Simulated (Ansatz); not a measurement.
Structures of equal composition on the (0001) surface of hcp Ti: a layer of Pt in place of the second plane; a layer of Pt in place of the third plane. The slabs share one bottom face, and each structure is named by its start. These are constructed structures in small cells; real faces may alloy, dewet or reconstruct in larger ones, and not all known structures of the face are among them. Slabs of about 12 Å with all that they carry, Fermi-Dirac smearing of 0.1 eV. Bottom of the slabs: a bare face, its two planes held. Relaxed from the named starts with such symmetry as they have, on meshes of like density; energies extrapolated to zero smearing; no spin-orbit coupling, no U. Spin-polarised runs, if any, are marked in brackets, and their order is one that fits the cell; the others ran without spin.

Calculation: PBE (plane waves to 420 eV, PAW; Ansatz, a first-principles code).

Task: Order them by energy per 1x1 cell (lowest first) at the level PBE.

Result: a layer of Pt in place of the third plane (0.000 eV), a layer of Pt in place of the second plane (0.225 eV)
